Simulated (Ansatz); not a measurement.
Sn on the 1x1 (111) surface of fcc Au (the real clean face reconstructs), one in a 3x3 cell, energies for each (67.4 Å²). Energies are against an atom of beta tin, without zero-point or thermal terms; each row is named by its start.

Computed with PBE (plane waves to 420 eV, PAW; Ansatz, a program for electronic structure).

**Question.** Which site binds most strongly?
A) hollow Au-Au-Au over Au at depth 2.4 Å
B) hollow Au-Au-Au over Au at depth 4.8 Å
C) top Au

**Answer.** B, hollow Au-Au-Au over Au at depth 4.8 Å. Adsorption energies: hollow Au-Au-Au over Au at depth 4.8 Å -0.34 eV; hollow Au-Au-Au over Au at depth 2.4 Å -0.27 eV; top Au 0.50 eV.
